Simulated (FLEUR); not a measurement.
Worked example: self-consistent single point of GdGa2 (P6/mmm, 3 atoms in the cell) in FLEUR.

Computed with LDA (Vosko-Wilk-Nusair), all-electron FLAPW (FLEUR), scalar-relativistic valence.

```yaml
crystal:
  lattice:
    - [4.24792, 0.00000, 0.00000]
    - [-2.12396, 3.67880, 0.00000]
    - [0.00000, 0.00000, 4.23022]
  atoms:
    - { symbol: Gd, position: [0.00000, 0.00000, 0.00000], spin: 7.0 }
    - { symbol: Ga, position: [0.66667, 0.33333, 0.50000] }
    - { symbol: Ga, position: [0.33333, 0.66667, 0.50000] }
```
(The spins are starting values, not results.)

Reference input (self-consistent single point, DFT, LDA (Vosko-Wilk-Nusair), all-electron FLAPW (FLEUR), scalar-relativistic valence): Kmax = 4 1/bohr; GmaxXC = 20 1/bohr; xcFunctional = vwn; jspins = 2; l_soc = F; mode = hist; fermiSmearingEnergy = 0.00367493 Htr; mesh (inpgen div1-3) = 4 4 3; inpgen gamma flag = false; Gmax = 20 1/bohr; numbands = 0; maxIterBroyd = 15. This run's input differs from it in these lines:

```diff
@@ -26,3 +26,3 @@
       <cutoffs Kmax="4.0" Gmax="20.0" GmaxXC="20.0" numbands="0"/>
-      <scfLoop itmax="60" minDistance="0.00001" maxIterBroyd="15" imix="Anderson" alpha="0.05" precondParam="0.0" spinf="2.0"/>
+      <scfLoop itmax="60" minDistance="0.00001" maxIterBroyd="3" imix="Anderson" alpha="0.05" precondParam="0.0" spinf="2.0"/>
       <coreElectrons ctail="T" frcor="F" kcrel="0" coretail_lmax="0"/>
```

The program printed (abridged):

```
 Iteration:     1   Distance:      14.41706329 me/bohr^3
 Iteration:     2   Distance:      14.48675245 me/bohr^3
 Iteration:     3   Distance:      12.98532466 me/bohr^3
 Iteration:     4   Distance:      12.25926263 me/bohr^3
 Iteration:     5   Distance:       2.93042477 me/bohr^3
   [... 51 lines left out ...]
 Iteration:    57   Distance:       0.00002042 me/bohr^3
 Iteration:    58   Distance:       0.00001978 me/bohr^3
 Iteration:    59   Distance:       0.00001299 me/bohr^3
 Iteration:    60   Distance:       0.00001214 me/bohr^3
 Run finished successfully
 Stop message:
   all done

[file out, last iteration]
             iter=     60
[...]
          total density-effective poten   -2.5407738333E+04
          total charge density-energy d   -3.8856448913E+02
 Updated energy parameters for spin:           1
 Updated energy parameters for spin:           2
[...]
 fermi energy and band-weighting factors:

[...]
   [... lines left out ...]
          first approx. to ef    (T=0)  :   0.297412 htr   (energy of the highest occ. eigenvalue)
FERHIS:  Fermi-Energy by histogram:
          bandgap                     :   0.001490 htr
          charge neutrality (T=0)     :   0.000000    (zero if the highest occ. eigenvalue is "entirely" occupied)
     EF_NEWTON:  Adjust Fermi-Energy by Newton-Method.
 Direct bandgap for spin            1 :    3.1745054760046743E-002  Htr
 Direct bandgap for spin            2 :    1.9459595762677862E-002  Htr
 ---->    free energy=                    -15155.7750012328 htr
   [... lines left out ...]
 ***** TOTAL FORCES ON ATOMS *****
 TOTAL FORCE FOR ATOM TYPE=  1  X=  0.000   Y=  0.000   Z=  0.000
                       FX_TOT= 0.000000 FY_TOT= 0.000000 FZ_TOT= 0.000000
 TOTAL FORCE FOR ATOM TYPE=  2  X= -4.014   Y=  2.317   Z=  3.997
                       FX_TOT= 0.000000 FY_TOT= 0.000000 FZ_TOT= 0.000000
No new postions, force convergence required= 0.00001; max force distance= 0.00000
---->    distance of charge densities for spin  1                 it=   60:     0.000006 me/bohr**3
---->    distance of charge densities for spin  2                 it=   60:     0.000007 me/bohr**3
---->    distance of charge densities for it=   60:     0.000003 me/bohr**3
---->    distance of spin densities for it=   60:     0.000012 me/bohr**3
GENERALIZED ANDERSON MIXING: alpha=   0.05000 History-length=1
     ******* it= 60  is completed********
```

The run ended unconverged after 60 iterations. 

The starting cell comes from a database of computed structures (which also holds hypothetical and non-ambient phases and stackings), without a prior relaxation at this level. Its lattice was rescaled by a random factor within 2.5 % of one. Spin-orbit coupling is off. Values depend on the basis (sphere radii, cutoffs, local orbitals), which need not be converged.

Cost on one core of a shared machine: roughly 3 min.
